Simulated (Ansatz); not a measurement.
The parent structure is BeS in the zinc blende structure (space group F-43m, No. 216; a = 4.869 Å).

Level of theory: Ansatz (a first-principles code) r2SCAN, no spin-orbit coupling.

Base values:

The gap between the host's bands is 3.59 eV and the gap character is indirect, Γ → X.

Now apply this change: hole doping at 5.0×10^20 cm⁻³ (0.0144 per cell), with a uniform compensating background at fixed cell and a 300 K Fermi–Dirac width.

Estimate the effect on the gap between the host's bands.

The gap between the host's bands grows by 0.016 eV to 3.60 eV.

Estimate the effect on the Fermi level from band edge.

The Fermi level relative to the doped band's edge (positive inside the band; to 0.05 eV) amounts to +0.10 eV.

What does the calculation give for the gap character after the change?

The gap character stays indirect, Γ → X.

Charged cell with a jellium background: band edges are those of the host's band count, energies are not comparable with the neutral cell, and many-body gap narrowing is missing. Whether these cells are dynamically stable was not tested.
